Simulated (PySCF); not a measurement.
PySCF 2.14.0, WB97X/def2-svpd, df: In(I) ([In][I]), 2 atoms. The geometry is a generated start, not checked to be a minimum at this level.

```
Property                                             Value
-------------------------  -------------------------------
task                                                energy
method                                               wb97x
basis                                            def2-svpd
two-electron scheme                        density fitting
mol.max_memory                                     3000 MB
mf.max_cycle                                           100
mf.init_guess                              minao (default)
mf.DIIS                                    CDIIS (default)
mf.diis_space                                  8 (default)
mf.conv_tol                                1e-09 (default)
mf.grids.level                                 3 (default)
effective core potentials  those of the basis set, past Kr
basis functions                                         67
grid points                                          43832
```

```xyz
2

In    -0.9105    -0.6903    -0.7955
I      0.9105     0.6903     0.7955
```

One run each on 2 threads, 1 BLAS thread. Values of level_shift (Hartree) tried: 0 (default), 0.1, 0.3, 1.

**Question.** Predict the course of the Fock builds along this series.

**Answer.** Fewest Fock builds, within one of each other: 0 (default) with 14, 0.1 with 14. The count rises to 33 at 1. All converge to one solution.

```
level_shift (Hartree)  Fock builds            end
---------------------  -----------  -------------
0 (default)                     14  same solution
0.1                             14  same solution
0.3                             17  same solution
1                               33  same solution
```
